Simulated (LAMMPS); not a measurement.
MD of NiAl (CsCl type) at zero pressure, 1024 atoms, as a crystal; each row is its own run.

Method: classical MD, pair style meam, file MoCoNiVFeAlCr_2nn.meam; code LAMMPS.

```
T (K)  volume (Å³/atom)
-----  ----------------
200              12.015
300              12.075
860              12.417
1420             12.776
1710             12.978
2000             13.203
2280             13.442
```

Problem. Fit a straight line, y = a + b x, to these rows (x is the first column, y the second) and predict the run at x = 1140.

Solution. Least squares gives a = 11.858 and b = 0.0006729. At x = 1140 the fit predicts 12.625 Å³/atom. The run itself gave 12.593 ± 0.001 Å³/atom, so the fit is 0.25 % high.

Caution (row 2280): this crystal lies over the melting point of about 2110 K that MEAM MoCoNiVFeAlCr_2nn.meam gives, so it is superheated.
